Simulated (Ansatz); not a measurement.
Consider W in the bcc (W type) structure (space group Im-3m, No. 229; a = 3.169 Å; relaxed with 0.1 eV smearing).

All numbers come from Ansatz (a first-principles code), r2SCAN, PAW, cutoff 500 eV, spin-orbit coupling left out.

Base values:

Pressure: 0.0 GPa
Band gap: zero

One thing is altered: the cell is scaled by 0.9417 in all directions, atoms relaxed at fixed cell.

Question: What happens to the pressure?

Answer: The pressure goes from zero to 82.7 GPa.

Question: Estimate the effect on the energy relative to the base.

Answer: The energy rises by 0.583 eV/atom.

Question: How does this affect the band gap?

Answer: The band gap remains zero.

The cells carry an imposed strain or load. Whether these cells are dynamically stable was not tested. The final runs are not spin-polarised.
